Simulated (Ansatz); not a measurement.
# LiCl: tensor shear ε_xy = +0.86 %

Base system: LiCl in the rock salt structure (space group Fm-3m, No. 225; a = 5.064 Å). Axes: x, y, z lie along the cube axes.

One thing is altered: a pure shear with ε_xy = ε_yx = 0.0086; the atoms relax in the strained cell.

The values are results of PBEsol, PAW, 420 eV (Ansatz, a quantum-chemistry and plane-wave program; no SOC), not measurements. Γ-centred 11×11×11 mesh, Fermi–Dirac width 0.05 eV.

```json
[
 {"quantity": "volume per atom", "base": "16.23 Å³", "changed": "16.23 Å³", "shift": "0.00 Å³"},
 {"quantity": "space group", "base": "Fm-3m (No. 225)", "changed": "Immm (No. 71)", "shift": "–"},
 {"quantity": "shortest interatomic distance", "base": "2.532 Å", "changed": "2.532 Å", "shift": "0.000 Å"},
 {"quantity": "energy relative to the base (free energy F)", "base": "0 meV/atom", "changed": "+0.4 meV/atom", "shift": "+0.4 meV/atom"},
 {"quantity": "pressure (mean of the normal stresses, compression positive)", "base": "0.00 GPa", "changed": "0.01 GPa", "shift": "+0.01 GPa"},
 {"quantity": "band gap", "base": "6.35 eV", "changed": "6.29 eV", "shift": "-0.055 eV"},
 {"quantity": "gap character", "base": "direct at Γ", "changed": "direct at Γ", "shift": "–"},
 {"quantity": "valley order (the lowest conduction-band minima on the path, energy above the VBM, named in the base's zone)", "base": "Γ 6.35 eV; L along ⟨111⟩ 6.58 eV; X along ⟨100⟩ 7.78 eV", "changed": "Γ 6.29 eV; L along [1-11] 6.48 eV; L along [111] 6.56 eV; X along [001] 7.69 eV", "shift": "–"},
 {"quantity": "stress (xx, yy, zz, yz, xz, xy; compression positive)", "base": "–", "changed": "(0.01, 0.01, 0.00, 0.00, 0.00, -0.44) GPa", "shift": "–"}
]
```

Stability against distortions was not tested. k-point labels follow each cell's own Brillouin zone.
